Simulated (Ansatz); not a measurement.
We consider cubic perovskite CsCdF3, described by rVV10 in Ansatz (plane waves, PAW).

Numerical settings: plane-wave cutoff 520 eV, 8×8×8 k mesh, Fermi–Dirac smearing 0.01 eV, scalar-relativistic PAW data made under PBE.

Response to compression and expansion:

```json
[
 {"V (Å³/atom)": "17.270", "P (GPa)": "4.49", "direct gap at Γ (eV)": "4.613", "smallest gap on the k mesh (eV)": "3.297"},
 {"V (Å³/atom)": "17.637", "P (GPa)": "2.81", "direct gap at Γ (eV)": "4.473", "smallest gap on the k mesh (eV)": "3.251"},
 {"V (Å³/atom)": "18.004", "P (GPa)": "1.32", "direct gap at Γ (eV)": "4.339", "smallest gap on the k mesh (eV)": "3.205"},
 {"V (Å³/atom)": "18.372", "P (GPa)": "0.00", "direct gap at Γ (eV)": "4.210", "smallest gap on the k mesh (eV)": "3.160"},
 {"V (Å³/atom)": "18.739", "P (GPa)": "-1.18", "direct gap at Γ (eV)": "4.086", "smallest gap on the k mesh (eV)": "3.115"},
 {"V (Å³/atom)": "19.107", "P (GPa)": "-2.22", "direct gap at Γ (eV)": "3.966", "smallest gap on the k mesh (eV)": "3.070"},
 {"V (Å³/atom)": "19.474", "P (GPa)": "-3.15", "direct gap at Γ (eV)": "3.850", "smallest gap on the k mesh (eV)": "3.025"}
]
```

The fundamental gap (3.16 eV at the equilibrium volume, with added k points) lies elsewhere than Γ–Γ.

Note: the relaxation could not lower the start's symmetry, so the cell can be a saddle point above a distorted one.

Spin–orbit coupling is not included.

Ansatz is a program for electronic structure.
